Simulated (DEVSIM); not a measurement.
Device: Ge n-i-p diode, at 400 K.

Layer 1 from the left is Ge, thickness (μm) 0.880, Nd (cm⁻³) 2.6e18, τn (s) 1.2e-7, τp (s) 1.2e-7. Layer 2 from the left is Ge, thickness (μm) 38.0, Na (cm⁻³) 4.4e11, τn (s) 1.2e-7, τp (s) 1.2e-7. Layer 3 from the left is Ge, thickness (μm) 1.80, Na (cm⁻³) 2e17, τn (s) 1.2e-7, τp (s) 1.2e-7.

Left contact: ohmic. Right contact: ohmic. Voltage is applied to the left contact. Recombination: SRH at mid-gap. Mobility is μmin + (μ − μmin)/(1 + (N/Nref)^α).

This is a model device: material constants are rounded textbook-type values typed into the input, and sizes, dopings and lifetimes were drawn at random. Values at 300 K; Nc and Nv go as T^1.5, mobilities as T to minus their exponent, the gap by Varshni's rule with the affinity fixed.

Ge: gap (eV) 0.664, affinity (eV) 4, permittivity 16, Nc (cm⁻³) 1.04e19, Nv (cm⁻³) 6e18, μn (cm²/Vs) 3900, μp (cm²/Vs) 1900, μn,min 150, μp,min 100, Nref,n 2.6e17, Nref,p 4e17, αn 0.56, αp 0.6, T exponent of μn 1.66, T exponent of μp 2.33, Varshni α (eV/K) 0.000477, Varshni β (K) 235.

Model (solved in DEVSIM): 1D drift-diffusion, Boltzmann statistics, complete ionisation; no tunnelling, impact ionisation, image-force lowering or self-heating.

Q: What does the simulation give for the potential step across the device at zero bias, the dark forward voltage at 100 A/cm²?

A: potential step across the device at zero bias 0.429 V; dark forward voltage at 100 A/cm² 0.216 V.
